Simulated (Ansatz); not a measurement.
# Sensitivity of a calculation on CuZn (Pm-3m, 2 atoms in the cell) to its settings

```yaml
crystal:
  lattice:
    - [2.90280, 0.00000, 0.00000]
    - [0.00000, 2.90280, 0.00000]
    - [0.00000, 0.00000, 2.90280]
  atoms:
    - { symbol: Zn, position: [0.50000, 0.50000, 0.50000] }
    - { symbol: Cu, position: [0.00000, 0.00000, 0.00000] }
```

Base run A: PBE in Ansatz (an electronic-structure program), self-consistent single point.

Its settings: basis.ecutwfc = 420 eV; kpoints.mp_grid.grid = 11 11 11; hamiltonian.xc = pbe; hamiltonian.pseudopotentials = {kind: paw} (the program's default PAW files); scf.occupations.method = methfessel_paxton; scf.occupations.width = 0.136 eV.

The starting cell has typed, rounded lattice constants, without a prior relaxation at this level. Its lattice was rescaled by a random factor within 2.5 % of one. Spin polarisation is off. In the base run, with a pressure of about 8 GPa the cell is away from its equilibrium volume at this level. Ansatz's pressure includes its estimate of the finite-basis (Pulay) stress.

ΔF is the free energy per atom less that of run A. A dash stands where there is no value to compare (another energy zero or no entropy term, no result, no spin, no clean gap, or a mesh too coarse for one). Total energies depend on the potentials, the functional and any Hubbard or dispersion term, so they are compared only between runs that share all of them.

Run A gave: pressure (GPa) 8.20; k-points 56; valence electrons 31.

Runs:
- B: hamiltonian.dispersion: default → d3bjatm [PBE-D3BJ-ATM]
- C: 2 x 2 x 2 supercell, mesh divided and rounded up; kpoints.mp_grid.grid: 11 11 11 → 6 6 6
- D: parallel starting moments (0 0.25 μB); magnetization.spin_polarized: default → true
- E: scf.occupations.method: methfessel_paxton → gaussian; scf.occupations.width: 0.136 eV → 0.1 eV
- F: scf.mixing.preconditioner: default (the program chose none) → local_kerker
- G: scf.algorithm: default → direct_min
- H: scf.mixing.algorithm: default (the program chose MSR1) → broyden; scf.mixing.beta: default → 0.02
- I: scf.mixing.algorithm: default (the program chose MSR1) → msr1

Problem. What does run B change against A?

Solution. The pressure goes from 8.20 to 2.56 GPa.

| run | ΔF (meV/atom) | pressure (GPa) | k-points | valence electrons |
|---|---|---|---|---|
| A | 0.00 | 8.20 | 56 | 31 |
| B | – | 2.56 | 56 | 31 |
| C | 5.3 | 8.55 | 20 | 248 |
| D | 0.00 | 8.20 | 56 | 31 |
| E | -0.59 | 8.23 | 56 | 31 |
| F | 0.00 | 8.20 | 56 | 31 |
| G | 0.00 | 8.20 | 56 | 31 |
| H | 0.00 | 8.20 | 56 | 31 |
| I | 0.00 | 8.20 | 56 | 31 |

Keys are those of Ansatz 0.2.
